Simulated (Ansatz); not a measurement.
# Effective masses and thermopower of monolayer As

Consider the following.

```
As
1.0
    4.62686     0.00000     0.00000
    0.00000     3.56795     0.00000
    0.00000     0.00000    18.28068
As
4
Cartesian
  2.61361   0.00000  10.34747
  4.32668   1.78397  10.34747
  2.01325   0.00000   7.93321
  0.30018   1.78397   7.93321
```

Computed with PBE, rigid bands (plane waves, PAW, scalar-relativistic; Ansatz, a program for electronic structure). Condition of this run: biaxial strain -3 %. Geometry: cell and atoms relaxed with PBE, then loaded as said.

band gap: 0.35 eV
electron conductivity mass (300 K, dilute): 0.194 (x), 1.20 (y) mₑ
effective density of states N_c (300 K): 5.2e12 cm⁻²
Seebeck coefficient, n-type 1.8e12 cm⁻², 300 K: -256 μV/K

Rigid bands; masses and Seebeck coefficients take one relaxation time τ for all states and one kind of carrier; polarons and phonon drag are left out. Spin-orbit coupling is left out.
